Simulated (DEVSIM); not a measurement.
System: abrupt Si n-p junction, at 400 K.

Layer 1 from the left is Si, thickness (μm) 17.0, Nd (cm⁻³) 2.9e15, τn (s) 1.2e-7, τp (s) 1.2e-7. Layer 2 from the left is Si, thickness (μm) 31.0, Na (cm⁻³) 5.1e16, τn (s) 1.2e-7, τp (s) 1.2e-7.

Left contact: ohmic. Right contact: ohmic. Voltage is applied to the left contact. Recombination: SRH at mid-gap, Auger. Mobility is constant in doping.

The device is made up for the run: typed textbook-type constants, with dimensions and the other settings drawn at random. Values at 300 K; Nc and Nv go as T^1.5, mobilities as T to minus their exponent, the gap by Varshni's rule with the affinity fixed.

Si: gap (eV) 1.124, affinity (eV) 4.05, permittivity 11.7, Nc (cm⁻³) 2.86e19, Nv (cm⁻³) 3.1e19, μn (cm²/Vs) 1417, μp (cm²/Vs) 470, T exponent of μn 2.3, T exponent of μp 2.2, Cn (cm⁶/s) 2.8e-31, Cp (cm⁶/s) 9.9e-32, Varshni α (eV/K) 0.000473, Varshni β (K) 636.

DEVSIM, 1D drift-diffusion, Boltzmann statistics, complete ionisation; no tunnelling, impact ionisation, image-force lowering or self-heating.

### Question
What does the simulation give for the largest field in the device at zero bias, the dark forward voltage at 1 A/cm², the dark forward voltage at 100 A/cm², the potential step across the device at zero bias?

### Answer
largest field in the device at zero bias 22000 V/cm; dark forward voltage at 1 A/cm² 0.386 V; dark forward voltage at 100 A/cm² 0.744 V; potential step across the device at zero bias 0.529 V.
